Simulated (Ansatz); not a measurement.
# Response to strain in GaAs

The parent structure is GaAs in the zinc blende structure (space group F-43m, No. 216; a = 5.667 Å). Axes: x, y, z lie along the cube axes.

Strains are applied to the cell and any free atomic positions relax.

Computed with r2SCAN/PAW in Ansatz (an electronic-structure program), no spin-orbit coupling.

Notes on the quantities. energy relative to the base: free energy F; pressure: mean of the normal stresses, compression positive.

| case | band gap | energy relative to the base | pressure | shortest interatomic distance |
|---|---|---|---|---|
| base | 0.96 eV | 0 meV/atom | 0.00 GPa | 2.454 Å |
| tensor shear ε_xy = +0.29 % | 0.94 eV | +0.1 meV/atom | 0.00 GPa | 2.451 Å |
| tensor shear ε_xy = +2.00 % | [?] | +6.9 meV/atom | 0.06 GPa | 2.439 Å |
| tensor shear ε_xy = +1.71 % | 0.80 eV | +5.0 meV/atom | 0.04 GPa | 2.441 Å |
| tensor shear ε_xy = +1.14 % | 0.86 eV | [?] | 0.02 GPa | 2.445 Å |
| tensor shear ε_xy = +0.86 % | 0.89 eV | +1.3 meV/atom | 0.01 GPa | 2.447 Å |
| tensor shear ε_xy = +1.43 % | [?] | [?] | 0.03 GPa | 2.443 Å |
| tensor shear ε_xy = +0.57 % | 0.91 eV | +0.6 meV/atom | 0.01 GPa | 2.449 Å |

Q: Complete the table.

A: 
- tensor shear ε_xy = +2.00 %, band gap: 0.76 eV
- tensor shear ε_xy = +1.14 %, energy relative to the base: +2.2 meV/atom
- tensor shear ε_xy = +1.43 %, band gap: 0.83 eV
- tensor shear ε_xy = +1.43 %, energy relative to the base: +3.5 meV/atom

No phonon test of stability was made.
